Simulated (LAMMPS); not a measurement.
Melting line of Al (fcc) by solid-liquid coexistence.

All values are model results, not measurements: classical MD, pair style eam/fs, file Al_mm.eam.fs, run in LAMMPS.

```
P (GPa)  melting point  enthalpy of fusion          solid         liquid
-------  -------------  ------------------  -------------  -------------
0           930 ± 19 K        0.11 eV/atom  17.73 Å³/atom  18.71 Å³/atom
2          1020 ± 20 K        0.12 eV/atom  17.31 Å³/atom  18.10 Å³/atom
5          1140 ± 23 K        0.13 eV/atom  16.71 Å³/atom  17.35 Å³/atom
```

Measured melting point at ambient pressure: 933.5 K (Wikipedia, Melting points of the elements (data page)).

Caution: the error of the potential's melting point is set to 2 % at least, a picked allowance for cell size and run length.

Compare the slope of the melting line with the Clausius-Clapeyron value from the lowest pressure. T ΔV/ΔH = 932 K × 0.98 Å³ / 0.113 eV = 50 K/GPa (1 eV/Å³ = 160.2 GPa); the first two rows give 45 K/GPa, within the errors of the melting points.
